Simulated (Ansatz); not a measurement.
The starting structures come from a database of crystals and need not be the phases stable at ambient conditions.

 Where the default PAW files enter, the runs use the earlier of Ansatz's two default sets.

By PBEsol, the system below comes out a metal.

A figure of merit of an interconnect metal is its ballistic conductance per area.

Consider the following.

```
CELL_PARAMETERS angstrom
      4.02308     0.00000     0.00000
      0.00000     4.02308     0.00000
      0.00000     0.00000     2.89131
ATOMIC_POSITIONS crystal
  Al 0.50000 0.00000 0.50000
  Al 0.00000 0.50000 0.50000
  Cu 0.00000 0.00000 0.00000
```

Space group of this cell: P4/mmm. The cell is strained (lengths across the current scaled by 0.98, ions clamped); by PBEsol its mean pressure is 1.6 GPa.

The current flows along the normal of the first two printed cell vectors, the (001) (indices of the unstrained crystal) plane of the conventional cell. No spin-orbit coupling; the value is a mean over 0.1 eV about the Fermi level.

Estimate the ballistic conductance per area that Ansatz (a quantum-chemistry and plane-wave program) with PBEsol returns for this system.

0.93 × 10¹⁵ S/m² for both spins.
